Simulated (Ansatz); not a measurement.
# Convergence study of shifted k-point meshes for TiAl (P4mm, 2 atoms in the cell)

```
CELL_PARAMETERS angstrom
      3.16316     0.00000     0.00000
      0.00000     3.16316     0.00000
      0.00000     0.00000     3.16316
ATOMIC_POSITIONS crystal
  Ti 0.00000 0.00000 0.01581
  Al 0.50000 0.50000 0.50000
```

Method of the run: PBEsol, default PAW files made with PBE (plane waves; Ansatz, an electronic-structure program).

Base settings: basis.ecutwfc = 420 eV; kpoints.mp_grid.grid = 10 10 10; hamiltonian.xc = pbesol; hamiltonian.pseudopotentials = {kind: paw} (the program's default PAW files); scf.occupations.method = gaussian; scf.occupations.width = 0.1 eV.

In this ladder: kpoints.mp_grid.shift = 0.5 0.5 0.5.

Only quantities that move along the ladder and can be compared are tabulated.

The count of work is k-points × plane waves × bands × iterations; it is no time. Core times come from one kind of shared machine, to one figure; runs under 30 s give none.

The starting cell comes from a database of computed structures (which also holds hypothetical and non-ambient phases and stackings), without a prior relaxation at this level. Its lattice was rescaled by up to half a per cent. One atom was moved a little off its site on purpose. Spin polarisation is off. Ansatz's pressure includes its estimate of the finite-basis (Pulay) stress.

```tsv
kpoints.mp_grid.grid	free energy less the last step's (meV/atom)	pressure (GPa)	largest difference of a force vector from the last step's (eV/Å)	count of work / last	core time / last (rough)
2 2 2	560.94	4.89	0.013	0.00038	–
3 3 3	-0.20	-2.09	0.002	0.0023	–
4 4 4	-0.07	-1.03	0.004	0.0023	–
5 5 5	-7.44	-0.49	0.001	0.0069	–
6 6 6	0.08	-0.43	0.002	0.0069	–
7 7 7	0.54	-0.52	0.002	0.015	–
8 8 8	-0.13	-0.75	0.001	0.015	–
9 9 9	-0.07	-0.85	0.001	0.029	–
10 10 10	1.60	-0.65	0.000	0.029	–
11 11 11	-0.75	-0.66	0.001	0.048	–
12 12 12	-0.60	-0.69	0.000	0.048	–
13 13 13	0.70	-0.70	0.001	0.075	–
15 15 15	-0.39	-0.68	0.000	0.11	–
17 17 17	0.25	-0.69	0.000	0.16	–
18 18 18	0.28	-0.67	0.000	0.16	–
20 20 20	-0.14	-0.70	0.000	0.21	–
22 22 22	0.08	-0.68	0.000	0.28	–
25 25 25	0.10	-0.68	0.000	0.45	0.3
28 28 28	0.01	-0.69	0.000	0.57	0.6
31 31 31	-0.03	-0.69	0.000	0.84	0.5
34 34 34	0.00	-0.68	0.000	1.0	1
```

Coarsest kpoints.mp_grid.grid that holds the forces within 0.005 eV/Å of the last step, with all finer ones: 3 3 3, at 0.0023 of the last step's count of work; the step before is off by 0.013 eV/Å.

Coarsest kpoints.mp_grid.grid that holds the free energy within 2 meV/atom of the last step, with all finer ones: 6 6 6, at 0.0069 of the last step's count of work; the step before is off by 7.4 meV/atom.

Coarsest kpoints.mp_grid.grid that holds the pressure within 0.5 GPa of the last step, with all finer ones: 4 4 4, at 0.0023 of the last step's count of work; the step before is off by 1.4 GPa.

Keys are those of Ansatz 0.2.
